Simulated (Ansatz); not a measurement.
Base system: PbSe in the rock salt structure (space group Fm-3m, No. 225; a = 6.041 Å).

Level of theory: plane-wave PAW DFT at the LDA level (Ansatz, a first-principles code, 420 eV), scalar-relativistic without spin-orbit coupling.

For the base:

- Pressure: 0.0 GPa

Perturbation: an isotropic linear strain of −1.50 %, atoms relaxed at fixed cell.

Question: Predict the new energy relative to the base and pressure.

Answer: The energy goes up by 11 meV/atom; the pressure goes from zero to 2.9 GPa.

No phonon test of stability was made. All final runs are without spin polarisation. Gaps under 0.05 eV, about the width of the smearing, are given as zero.
